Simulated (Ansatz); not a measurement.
Base system: AlAs in the zinc blende structure (space group F-43m, No. 216; a = 5.6747 Å).

Calculations: PBEsol/PAW in Ansatz (an electronic-structure program), no SOC.

One change was made to it. Results:

The band gap changes from 1.34 eV to zero; the density drops by 0.03 g/cm³ to 3.67 g/cm³; the shortest interatomic distance drops by 0.088 Å (2.457 Å → 2.369 Å).

Which of these changes matches the shifts?
A. As → N
B. As → Sn
C. As → C
D. As → Cu

D, As → Cu. For comparison, the density in the other runs: As → Sn gives 4.05 g/cm³; As → C gives 2.61 g/cm³; As → N gives 3.25 g/cm³.

No phonon test of stability was made. As relaxed here, AlCu, AlSn and AlC are hypothetical phases, not in the database extracts checked. All final runs are without spin polarisation. An odd electron count without spin: AlSn and AlC. This is not the structure that AlN has at room temperature and ambient pressure.
